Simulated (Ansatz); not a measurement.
# Ti on the 1x1 (0001) surface of hcp Ru, one in a 2x2 cell, started at the site 'hollow Ru-Ru-Ru over Ru at depth 2.1 Å'

Computed with PBE (plane waves to 420 eV, PAW; Ansatz, a program for electronic structure).

Slab: 17 atoms, 6.3 Å thick at the start under the adsorbate (thin: gaps and levels are the slab's own); k 6x6x1, smearing 0.1 eV, dipole-corrected; 8 atoms held, the rest relaxed; start symmetry kept, larger cells not searched; spin-polarised, no spin-orbit, no U, no dispersion correction. The starting moment vanished. At the end it is bonded to 3 Ru. In PBE it is, or lies within 0.03 eV of, the lowest of the starts that converged.

| Item | Value |
|---|---|
| adsorption energy against an atom of hcp Ti | -13.1 kcal/mol |
| work function of the top face | 2.71 eV |
| change of the work function | -2.29 eV |
| change of the step from the bottom to the top vacuum level, against the clean slab | -2.31 eV |
| energy released by relaxation | 2.64 eV |
| height of the binding atom over the mean of the host atoms within 0.3 Å of the top one | 1.719 Å |
| magnetic moment of the cell | 0.00 μB |
| nearest host atoms of the binding atom | Ru at 2.37 Å, Ru at 2.37 Å, Ru at 2.37 Å |
| largest move of a host atom | 0.08 Å |
| cost | about 14 core-minutes (a rough figure) |

A negative adsorption energy means that the adsorbate is more stable on the surface than in its reference.
